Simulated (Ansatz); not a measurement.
Results of r²SCAN-D4 (plane waves, PAW; Ansatz, a program for electronic structure) for fluorite AuAl₂.

Settings: plane-wave cutoff 560 eV, 16×16×16 k mesh, Fermi–Dirac smearing 0.05 eV, scalar-relativistic PAW data made under PBE.

Cell (relaxed at this level):

```
CELL_PARAMETERS angstrom
      0.00000     2.99596     2.99596
      2.99596     0.00000     2.99596
      2.99596     2.99596     0.00000
ATOMIC_POSITIONS crystal
  Al 0.25000 0.25000 0.25000
  Al 0.75000 0.75000 0.75000
  Au 0.00000 0.00000 0.00000
```

Problem. What does this level give for the bulk modulus and pressure derivative B′ of the bulk modulus?

Solution. 
- bulk modulus = 121 GPa
- pressure derivative B′ of the bulk modulus = 4.7

The run finds no gap.

Spin–orbit coupling is not included; it can shift volumes and moduli of such heavy elements.

Computed values are for the static lattice.

The result took about 2.2 core-minutes (a rough figure).
